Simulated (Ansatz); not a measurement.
# SnO2 under load (space group P4_2/mnm): band-edge transport data

```
SnO2
1.0
    4.66185     0.00000     0.00000
    0.00000     4.66185     0.00000
    0.00000     0.00000     3.18028
Sn O
2 4
Direct
  0.00000   0.00000   0.00000
  0.50000   0.50000   0.50000
  0.30556   0.30556   0.00000
  0.69444   0.69444   0.00000
  0.80556   0.19444   0.50000
  0.19444   0.80556   0.50000
```

Computed with r2SCAN, rigid bands (plane waves, PAW, scalar-relativistic; Ansatz, an electronic-structure program). Condition of this run: hydrostatic pressure of 12 GPa (compression positive) (the target of the relaxation). How the cell was made: cell and atoms relaxed with PBEsol, then loaded as said.

- band gap: 2.31 eV
- electron conductivity mass (300 K, dilute): 0.26 (x), 0.26 (y), 0.22 (z) mₑ
- hole conductivity mass (300 K, dilute): 1.42 (x), 1.42 (y), 1.77 (z) mₑ
- effective density of states N_c (300 K): 3.0e18 cm⁻³
- effective density of states N_v (300 K): 4.5e19 cm⁻³
- density-of-states mass, electrons: 0.24 mₑ
- density-of-states mass, holes: 1.47 mₑ
- Seebeck coefficient, n-type 1e19 cm⁻³, 300 K: -134 μV/K
- best n-type power factor at 300 K for τ = 10 fs (best axis; densities from 1e16 to 1e21 cm⁻³ tried, whether or not they can be reached): 2.3 μW/(cm·K²) at 1e19 cm⁻³
- Seebeck coefficient, p-type 1e19 cm⁻³, 300 K: 343 μV/K
- best p-type power factor at 300 K for τ = 10 fs (best axis; densities from 1e16 to 1e21 cm⁻³ tried, whether or not they can be reached): 4.9 μW/(cm·K²) at 1e20 cm⁻³

Rigid bands; masses and Seebeck coefficients take one relaxation time τ for all states and one kind of carrier; polarons and phonon drag are left out. Spin-orbit coupling is left out; where it splits the top of the valence band, N_v and the p-type Seebeck coefficient come out somewhat high without it. Geometry: cell and atoms relaxed with PBEsol.
